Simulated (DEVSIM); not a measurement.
Structure: abrupt Si n-p junction, at 350 K.

```
layer (left to right)  material  thickness (μm)  Nd (cm⁻³)  Na (cm⁻³)  τn (s)  τp (s)
---------------------  --------  --------------  ---------  ---------  ------  ------
1                            Si            46.0     2.2e15          -  6.9e-5  6.9e-5
2                            Si            26.0          -     2.6e15  6.9e-5  6.9e-5
```

Left contact: ohmic. Right contact: ohmic. Voltage is applied to the left contact. Recombination: SRH at mid-gap. Mobility is μmin + (μ − μmin)/(1 + (N/Nref)^α).

Constants are typed, rounded textbook-type inputs, not results; the design itself was drawn at random and stands for no fabricated device. Values at 300 K; Nc and Nv go as T^1.5, mobilities as T to minus their exponent, the gap by Varshni's rule with the affinity fixed.

```
parameter               Si
----------------  --------
gap (eV)             1.124
affinity (eV)         4.05
permittivity          11.7
Nc (cm⁻³)          2.86e19
Nv (cm⁻³)           3.1e19
μn (cm²/Vs)           1417
μp (cm²/Vs)            470
μn,min                  52
μp,min                  45
Nref,n              9.7e16
Nref,p              2.2e17
αn                    0.68
αp                    0.72
T exponent of μn       2.3
T exponent of μp       2.2
Varshni α (eV/K)  0.000473
Varshni β (K)          636
```

DEVSIM, 1D drift-diffusion, Boltzmann statistics, complete ionisation; no tunnelling, impact ionisation, image-force lowering or self-heating.

**Question.** Tabulate band edges, carrier densities and field at zero bias.

**Answer.** Energies count from the Fermi level of the right contact; mesh points crowd at the junctions.

```
x (μm)   Ec (eV)  Ev (eV)  n (cm⁻³)  p (cm⁻³)  field (V/cm)
-------  -------  -------  --------  --------  ------------
0.000      0.293   -0.818    2.2e15     6.5e7           ≈ 0
0.05123    0.293   -0.818    2.2e15     6.5e7           ≈ 0
0.2117     0.293   -0.818    2.2e15     6.5e7           ≈ 0
0.7451     0.293   -0.818    2.2e15     6.5e7           ≈ 0
3.454      0.293   -0.818    2.2e15     6.5e7           ≈ 0
10.87      0.293   -0.818    2.2e15     6.5e7           ≈ 0
30.07      0.293   -0.818    2.2e15     6.5e7           ≈ 0
42.64      0.293   -0.818    2.2e15     6.5e7           ≈ 0
44.94      0.293   -0.818    2.2e15     6.5e7           ≈ 0
45.68      0.326   -0.785    7.3e14     1.9e8          3000
45.92      0.480   -0.630    4.4e12    3.3e10         10000
46.00      0.576   -0.534    1.8e11    7.9e11         13000
46.05      0.638   -0.472    2.3e10    6.2e12         11000
46.21      0.765   -0.346     3.5e8    4.1e14          4900
47.08      0.821   -0.290     5.5e7    2.6e15           ≈ 0
49.44      0.821   -0.290     5.5e7    2.6e15           ≈ 0
56.82      0.821   -0.290     5.5e7    2.6e15           ≈ 0
67.13      0.821   -0.290     5.5e7    2.6e15           ≈ 0
70.94      0.821   -0.290     5.5e7    2.6e15           ≈ 0
71.68      0.821   -0.290     5.5e7    2.6e15           ≈ 0
71.91      0.821   -0.290     5.5e7    2.6e15           ≈ 0
72.00      0.821   -0.290     5.5e7    2.6e15           ≈ 0
```
